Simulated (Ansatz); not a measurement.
**Point defect As on the Si site + Sb on the Si site in silicon**

All values below come from PBE, PAW (plane waves to 420 eV; Ansatz, an electronic-structure program). A 2×2×2 supercell of 64 sites was used; the energies come from a 2×2×2 shifted sampling of its zone. Sites at the start: the Si site; Si 2.37 Å away. Charged cells carry a point-charge image correction with potential alignment at far atoms. Dielectric constants: PBE linear response of the host. Host gap at this level: 0.61 eV. These values are not converged in cell size to better than tenths of an eV. The semilocal functional narrows the gap, so deep levels can fall outside it. Spin–orbit coupling is left out, which matters for these heavy elements. Each state is the lowest found from its start.

| charge | moment (μB) | point group | largest move off a lattice site (Å) | image correction with alignment (eV) |
|---|---|---|---|---|
| +2 | not spin-polarised | C3v | 0.23 | 0.99 |
| +1† | 0.9 | – | 0.24 | 0.38 |
| 0† | not spin-polarised | – | 0.24 | 0.00 |

† Not settled in this cell, so no level is given: charge +1: carriers not clearly localised; charge 0: carriers not clearly localised, level within 0.1 eV of a band edge or past it.

Point groups are those of the whole cell at tolerances of 0.03 and 0.1 Å ("near" where only the looser one holds); none is given for unsettled states.

Flagged in the runs: a doubtful potential alignment.

All states together cost about 23 core-minutes (a rough figure).
